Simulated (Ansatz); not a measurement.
**Ni in the fcc (Cu type) structure (space group Fm-3m, No. 225; ferromagnetic)**

```
Ni
1.0
    0.00000     1.73138     1.73138
    1.73138     0.00000     1.73138
    1.73138     1.73138     0.00000
Ni
1
Direct
  0.00000   0.00000   0.00000
```

The values are results of DFT with PBEsol, PAW potentials and a 420 eV plane-wave cutoff in Ansatz (an electronic-structure program), no spin-orbit coupling, not measurements. Settings: 23×23×23 k-points, 0.05 eV Fermi–Dirac smearing.

* **Volume per atom**: 10.38 Å³
* **Density**: 9.39 g/cm³
* **Band gap**: zero
* **Magnetic state**: ferromagnetic
* **Total energy**: -5804.974 eV/atom (σ→0; compares only within this code and set-up)

Other magnetic orders, which the real material may have, were not ruled out. Stability against distortions was not tested.
